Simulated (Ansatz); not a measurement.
# What biaxial strain +3.03 %, plane normal [001], relaxed out of plane does to Ta

Take Ta in the bcc (W type) structure (space group Im-3m, No. 229; a = 3.306 Å; relaxed with 0.1 eV smearing) as the base. Axes: x, y, z lie along the cube axes.

Modification: tensile biaxial strain of 3.03 % in the plane normal to [001], as in epitaxy on a mismatched substrate; the out-of-plane cell vector and the atoms relax.

The values are results of r2SCAN in Ansatz (plane waves to 500 eV, PAW, no spin-orbit coupling), not measurements. Γ-centred 28×28×28 mesh, Fermi–Dirac width 0.1 eV.

```csv
quantity,base,changed,shift
space group,Im-3m (No. 229),I4/mmm (No. 139),–
shortest interatomic distance,286.3 pm,288.7 pm,+2.4 pm
energy relative to the base (free energy F),0 meV/atom,+22 meV/atom,+22 meV/atom
"pressure (mean of the normal stresses, compression positive)",0.0 GPa,-3.8 GPa,-3.8 GPa
band gap,zero,zero,–
out-of-plane strain,–,-3.73 %,–
ratio −ε⊥/ε∥,–,1.23,–
mean in-plane stress (compression positive),–,-5.7 GPa,–
```

Cost of the whole job for the changed cell (relaxation, final SCF and bands): roughly 7 core-minutes.

Stability against distortions was not tested. All final runs are without spin polarisation.

Ansatz is a quantum-chemistry and plane-wave program.
